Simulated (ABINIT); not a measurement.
ABINIT run on Cs2RbLaCl6 (Fm-3m, 10 atoms in the cell): self-consistent single point.

Computed with PBEsol, PAW (JTH v2.0 PBE PAW, files made for PBE) (plane waves; ABINIT).

```
Cs2RbLaCl6
1.0
    0.00000     5.87832     5.87832
    5.87832     0.00000     5.87832
    5.87832     5.87832     0.00000
Cs Rb La Cl
2 1 1 6
Direct
  0.75000   0.75000   0.75000
  0.25000   0.25000   0.25000
  0.50000   0.50000   0.50000
  0.00000   0.00000   0.00000
  0.76582   0.23418   0.23418
  0.23418   0.76582   0.76582
  0.23418   0.76582   0.23418
  0.76582   0.23418   0.76582
  0.23418   0.23418   0.76582
  0.76582   0.76582   0.23418
```

Reference input (self-consistent single point, DFT, LDA (PW92), plane waves, PAW (JTH v2.0 LDA PAW)): pseudos = [Cs.LDA_PW-JTH.xml, Rb.LDA_PW-JTH.xml, La.LDA_PW-JTH.xml, Cl.LDA_PW-JTH.xml]; ecut = 26 Ha; pawecutdg = 52 Ha; pawxcdev = 0; ixc = 7; occopt = 7; tsmear = 0.00073499 Ha; ngkpt = 3 3 3; nshiftk = 1; shiftk = 0 0 0; potentials = JTH v2.0 LDA PAW; nband = 51. This run's input differs from it in these lines:

```diff
@@ -1,4 +1,4 @@
-# Cs2RbLaCl6, JTH v2.0 LDA PAW
+# Cs2RbLaCl6, JTH v2.0 PBE PAW
 pp_dirpath "./"
-pseudos "Cs.LDA_PW-JTH.xml, Rb.LDA_PW-JTH.xml, La.LDA_PW-JTH.xml, Cl.LDA_PW-JTH.xml"
+pseudos "Cs.GGA_PBE-JTH.xml, Rb.GGA_PBE-JTH.xml, La.GGA_PBE-JTH.xml, Cl.GGA_PBE-JTH.xml"
 acell 8.3131984538 8.3131984538 8.3131984538 Angstrom
@@ -26,3 +26,3 @@
 pawxcdev 0
-ixc 7
+ixc -116133
 occopt 7
@@ -31,3 +31,3 @@
 kptopt 1
-ngkpt 3 3 3
+ngkpt 2 2 2
 nshiftk 1
```

Its files differ too (potentials: JTH v2.0 LDA PAW → JTH v2.0 PBE PAW).

The program printed (abridged):

```
--- !BeginCycle
solver: {iscf: 17, nstep: 80, nline: 4, wfoptalg: 10, }
tolerances: {toldfe: 1.00E-09, }
...

     iter   Etot(hartree)      deltaE(h)  residm     nres2
 ETOT  1  -188.10309265685    -1.881E+02 1.879E-01 9.467E+00
 ETOT  2  -188.67792231481    -5.748E-01 6.968E-03 6.352E+00
 ETOT  3  -188.65972213527     1.820E-02 2.464E-03 1.730E+00
 ETOT  4  -188.65466770313     5.054E-03 6.190E-04 4.561E-01
 ETOT  5  -188.65296471094     1.703E-03 2.746E-04 8.475E-02
   [... 6 lines left out ...]
 ETOT 12  -188.65264944017     4.205E-08 8.962E-06 1.293E-06
 ETOT 13  -188.65264943872     1.442E-09 2.921E-06 3.912E-07
 ETOT 14  -188.65264943955    -8.280E-10 2.552E-06 3.266E-08
 ETOT 15  -188.65264943988    -3.252E-10 1.060E-06 5.274E-09
 At SCF step   15, etot is converged :
  for the second time, diff in etot=  3.252E-10 < toldfe=  1.000E-09

 Cartesian components of stress tensor (hartree/bohr^3)
  sigma(1 1)=  1.41224585E-05  sigma(3 2)=  0.00000000E+00
  sigma(2 2)=  1.41224585E-05  sigma(3 1)=  0.00000000E+00
  sigma(3 3)=  1.41224585E-05  sigma(2 1)=  0.00000000E+00

 ----iterations are completed or convergence reached----

 reduced coordinates (array xred) for   10 atoms
       0.750000000000      0.750000000000      0.750000000000
       0.250000000000      0.250000000000      0.250000000000
       0.500000000000      0.500000000000      0.500000000000
       0.000000000000      0.000000000000      0.000000000000
       0.765820000000      0.234180000000      0.234180000000
       0.234180000000      0.765820000000      0.765820000000
   [... lines left out ...]
 Fermi (or HOMO) energy (eV) =   0.16016   Average Vxc (eV)=  -7.40211
   [... lines left out ...]
'-kT*entropy'       : -2.08469117786101E-18
total_energy        : -1.88652655975616E+02
total_energy_eV     : -5.13349983796102E+03
...

-Cartesian components of stress tensor (GPa)         [Pressure= -4.1550E-01 GPa]
- sigma(1 1)=  4.15497004E-01  sigma(3 2)=  0.00000000E+00
- sigma(2 2)=  4.15497004E-01  sigma(3 1)=  0.00000000E+00
- sigma(3 3)=  4.15497004E-01  sigma(2 1)=  0.00000000E+00

 Calculation completed.
```

The run converged in 15 iterations. Against the reference run the pressure goes from -1.55 to -0.42 GPa, the largest force goes from 0.035 to 0.006 eV/Å and the gap on the mesh goes from 4.499 to 4.806 eV.

The starting cell comes from a database of computed structures (which also holds hypothetical and non-ambient phases and stackings), without a prior relaxation at this level. Its lattice was rescaled by a random factor within 2.5 % of one. The potentials were made for another functional than the one used.

Cost on one core of a shared machine: roughly 3 min.
